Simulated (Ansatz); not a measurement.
Consider a periodic stack without vacuum, rock-salt TaC (1 1 0) on zinc-blende InSb (1 1 0) (film strained to the substrate, started from cuts of the bulks and a machine-learned relaxation; slabs In6Sb6 and C12Ta12, which can lie off the formulas): substrate slab In6Sb6, film C12Ta12, surface cells [[0, -1], [1, -1]] and [[1, 0], [1, 2]], film strained by +4.9 and +4.9 %, outermost planes InSb/InSb and CTa/CTa as cut, which need not be the usual terminations and can put a slab off its formula. Its start:

```yaml
crystal:
  lattice:
    - [4.69343, 0.00000, 0.00152]
    - [4.69343, 6.63750, 0.00900]
    - [0.00843, -2.18457, 23.70536]
  atoms:
    - { symbol: In, position: [0.68146, 0.07976, 0.13843] }
    - { symbol: In, position: [0.71904, 0.60153, 0.03983] }
    - { symbol: In, position: [0.62738, 0.12201, 0.34244] }
    - { symbol: In, position: [0.66290, 0.58755, 0.23848] }
    - { symbol: In, position: [0.57703, 0.25506, 0.54269] }
    - { symbol: In, position: [0.57953, 0.66794, 0.43971] }
    - { symbol: Sb, position: [0.48398, 0.33609, 0.04550] }
    - { symbol: Sb, position: [0.43272, 0.83020, 0.14337] }
    - { symbol: Sb, position: [0.41301, 0.33787, 0.24255] }
    - { symbol: Sb, position: [0.38006, 0.86945, 0.33842] }
    - { symbol: Sb, position: [0.33383, 0.41691, 0.44001] }
    - { symbol: Sb, position: [0.36805, 0.95887, 0.53722] }
    - { symbol: C, position: [0.58206, 0.23900, 0.63377] }
    - { symbol: C, position: [0.08304, 0.73765, 0.63253] }
    - { symbol: C, position: [0.81181, 0.50861, 0.69329] }
    - { symbol: C, position: [0.31275, 0.00775, 0.69389] }
    - { symbol: C, position: [0.04155, 0.77839, 0.75990] }
    - { symbol: C, position: [0.54136, 0.27865, 0.76005] }
    - { symbol: C, position: [0.27034, 0.04918, 0.82080] }
    - { symbol: C, position: [0.77126, 0.54840, 0.82056] }
    - { symbol: C, position: [0.50049, 0.31880, 0.88680] }
    - { symbol: C, position: [0.00337, 0.81590, 0.88757] }
    - { symbol: C, position: [0.72840, 0.59070, 0.94796] }
    - { symbol: C, position: [0.23112, 0.08796, 0.94728] }
    - { symbol: Ta, position: [0.81765, 0.00288, 0.69049] }
    - { symbol: Ta, position: [0.30647, 0.51405, 0.69137] }
    - { symbol: Ta, position: [0.08335, 0.23871, 0.63777] }
    - { symbol: Ta, position: [0.57983, 0.74103, 0.63694] }
    - { symbol: Ta, position: [0.27128, 0.54816, 0.82076] }
    - { symbol: Ta, position: [0.77156, 0.04804, 0.81975] }
    - { symbol: Ta, position: [0.53980, 0.78006, 0.76057] }
    - { symbol: Ta, position: [0.03937, 0.28029, 0.76038] }
    - { symbol: Ta, position: [0.73284, 0.08629, 0.94285] }
    - { symbol: Ta, position: [0.23557, 0.58347, 0.94395] }
    - { symbol: Ta, position: [0.00347, 0.31581, 0.88997] }
    - { symbol: Ta, position: [0.49645, 0.82276, 0.88960] }
```

The start was prepared with a machine-learned potential, and the result is one local minimum, with the in-plane cell held and forces under 0.04 eV/Å; the film can end far from its bulk form.

The numbers are results of PBE (plane waves to 420 eV, PAW; Ansatz, an electronic-structure program), not measurements. No spin–orbit coupling; the runs are not spin-polarised. Its k-point mesh 8×5×1, Fermi–Dirac width 0.05 eV.

### Question
Predict the relaxed interface.

### Answer
The interface area is 31.2 Å², the period comes out as 23.94 Å and the heights between the nearest atoms of the two slabs at the two interfaces is 2.24 and 2.24 Å. The In–Ta contacts across the interfaces within 1.22 times the sum of covalent radii is 4, mean 3.32 Å, the Sb–Ta contacts across the interfaces within 1.22 times the sum of covalent radii is 4, mean 2.96 Å and the C–In contacts across the interfaces within 1.22 times the sum of covalent radii is 2, mean 2.25 Å.
